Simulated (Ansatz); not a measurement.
Where the default PAW files enter, the runs use the earlier of Ansatz's two default sets.

Tunnelling through a barrier is set by its complex band structure: the current falls as exp(−2κd) with the smallest κ.

Consider the following.

```
CELL_PARAMETERS angstrom
      3.15319     0.00000     0.00000
      0.00000    17.99539     0.00000
      1.57660     5.99846     0.91025
ATOMIC_POSITIONS crystal
  Mo 0.00000 0.00024 0.00000
  S  0.00000 0.57998 0.00000
  S  0.00000 0.75375 0.00000
```

Space group of this cell: R3m. The cell was relaxed by PBE-D3(BJ); by r2SCAN its mean pressure is 3.1 GPa.

Transport runs along the normal of the first two printed cell vectors, the (100) plane of the conventional cell.

No gap correction and no spin-orbit coupling; mid-gap values are interpolated between computed energies.

Q: Estimate the band gap and the smallest decay constant κ at mid-gap that r2SCAN in Ansatz (a quantum-chemistry and plane-wave program) returns for this system.

A: Gap 0.87 eV on a 32×32×32 mesh; κ = 0.202 1/Å, at (0.300, 0.000) of the in-plane reciprocal vectors. At the zone centre, at the nearest computed energy, the slowest state has κ = 0.28 1/Å.
